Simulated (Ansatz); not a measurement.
Consider TiO2 in the anatase structure (space group I4_1/amd, No. 141; a = 3.7984 Å, c = 9.7038 Å).

(Cell as relaxed with PBE.)

Levels (all Ansatz, a first-principles code, PAW, earlier PAW set): PBE (420 eV, scalar-relativistic without spin-orbit coupling); r2SCAN (500 eV, spin-orbit coupling left out).

Each level relaxes its own structure.

```csv
base,PBE,r2SCAN
volume per atom,11.67 Å³,11.41 Å³
lattice parameter a,3.798 Å,3.778 Å
band gap,2.13 eV,2.53 eV
```

The change: a negative pressure, −2 GPa.

```
quantity                 PBE  r2SCAN
-------------------  -------  ------
lattice parameter a  3.806 Å       ?
band gap             2.14 eV       ?
c/a ratio              2.569       ?
smallest direct gap  2.42 eV       ?
```

Task: Predict the r2SCAN column.

Result: 
- lattice parameter a, r2SCAN: 3.785 Å
- band gap, r2SCAN: 2.54 eV
- c/a ratio, r2SCAN: 2.551
- smallest direct gap, r2SCAN: 2.85 eV

PBE's lattice parameter a lies 0.021 Å above r2SCAN's (0.6 %); PBE's band gap lies 0.40 eV below r2SCAN's; PBE's c/a ratio lies 0.018 above r2SCAN's; PBE's smallest direct gap lies 0.435 eV below r2SCAN's. Neither level is exact; r2SCAN is the comparison here, not a measurement.

Load acts through the strain it causes; cell and atoms are relaxed under it. Stability against distortions was not tested. The final runs are not spin-polarised.
